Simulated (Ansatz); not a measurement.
Consider MoTe$_{2}$ (space group Fm-3m, No. 225; a = 6.645 Å; a hypothetical phase, not in the database extracts checked; relaxed with 0.1 eV smearing). Axes: x, y, z lie along the cube axes.

Calculations: r2SCAN/PAW in Ansatz (a quantum-chemistry and plane-wave program), no spin-orbit coupling.

Now apply this change: an isotropic linear strain of +2.56 %; the atoms relax in the strained cell.

### Question
Predict the stress tensor and what it implies for the stiffness.

### Answer
Stress of the strained cell less that of the base (GPa, compression positive):
```
   -5.9     0.0     0.0
    0.0    -5.9     0.0
    0.0     0.0    -5.9
```

Then B = −ΔP/(ΔV/V₀) with ΔV/V₀ = 0.0788 gives secant stiffness values (nonlinear terms included at this strain): B ≈ 74 GPa.

As a check, the harmonic strain energy −½ V₀ Δσ:ε is 34 meV/atom; the computed energy rise is 38 meV/atom.

Whether these cells are dynamically stable was not tested. The final runs are not spin-polarised. MoTe2 has a high density of states at the Fermi level and may be magnetic at this level.
